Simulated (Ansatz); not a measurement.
## Sensitivity of a calculation on the (001) slab of W (cut from a parent of space group no. 229; 8 atoms in the cell) to its settings

```
W
1.0
    3.21122     0.00000     0.00000
    0.00000     3.21122     0.00000
    0.00000     0.00000    21.09610
W
8
Cartesian
  0.00000   0.00000   6.58511
  1.60561   1.60561   5.00001
  0.00000   0.00000   9.75549
  1.60561   1.60561   8.17031
  0.00000   0.00000  12.92579
  1.60561   1.60561  11.34061
  0.00000   0.00000  16.09609
  1.60561   1.60561  14.51091
```

Base run A: LDA (PW92), default PAW files made with PBE (Ansatz, a quantum-chemistry and plane-wave program), self-consistent single point.

Its settings: basis.ecutwfc = 30.9 Ry; kpoints.mp_grid.grid = 8 8 1; hamiltonian.xc = lda; hamiltonian.pseudopotentials = {kind: paw} (the program's default PAW files); scf.occupations.method = cold; scf.occupations.width = 0.0073 Ry.

The starting cell comes from a database of computed structures (which also holds hypothetical and non-ambient phases and stackings), without a prior relaxation at this level. The slab is cut from that crystal, and its faces are unrelaxed. Its lattice was rescaled in the plane by a random factor within 2.5 % of one. Spin polarisation is off. In the base run, forces exceed 1 eV/Å.

ΔF is the free energy per atom less that of run A. 

Runs:
- B: scf.occupations.width: 0.0073 Ry → 0.0007 Ry
- C: vacuum of 18 angstrom (first run: 10 Å)
- D: vacuum of 12 angstrom (first run: 10 Å); efield.axis: default → 3; efield.dipole_correction: default → true
- E: scf.convergence.dr2_threshold: default (1e-07 eV) → 0.001 eV
- F: kpoints.mp_grid.grid: 8 8 1 → 6 6 1; scf.occupations.width: 0.0073 Ry → 0.022 Ry
- G: crystal.symmetry.detect: default → false
- H: scf.algorithm: default → direct_min
- I: scf.mixing.algorithm: default (the program chose MSR1) → broyden; scf.mixing.beta: default → 0.9

```json
[
 {"run": "A", "ΔF (meV/atom)": "0.00", "largest force (eV/Å)": "2.734", "k-points": "15"},
 {"run": "B", "ΔF (meV/atom)": "-0.45", "largest force (eV/Å)": "2.676", "k-points": "15"},
 {"run": "C", "ΔF (meV/atom)": "-0.02", "largest force (eV/Å)": "2.734", "k-points": "15"},
 {"run": "D", "ΔF (meV/atom)": "-0.01", "largest force (eV/Å)": "2.735", "k-points": "15"},
 {"run": "E", "ΔF (meV/atom)": "0.02", "largest force (eV/Å)": "2.735", "k-points": "15"},
 {"run": "F", "ΔF (meV/atom)": "5.9", "largest force (eV/Å)": "2.632", "k-points": "10"},
 {"run": "G", "ΔF (meV/atom)": "0.00", "largest force (eV/Å)": "2.734", "k-points": "34"},
 {"run": "H", "ΔF (meV/atom)": "0.00", "largest force (eV/Å)": "2.734", "k-points": "15"},
 {"run": "I", "ΔF (meV/atom)": "0.00", "largest force (eV/Å)": "2.734", "k-points": "15"}
]
```

Run F against A: The free energy goes up by 5.9 meV/atom and the largest force goes from 2.734 to 2.632 eV/Å.

Run B against A: The free energy is nearly the same (within 1 meV/atom) and the largest force goes from 2.734 to 2.676 eV/Å.

Keys are those of Ansatz 0.2.
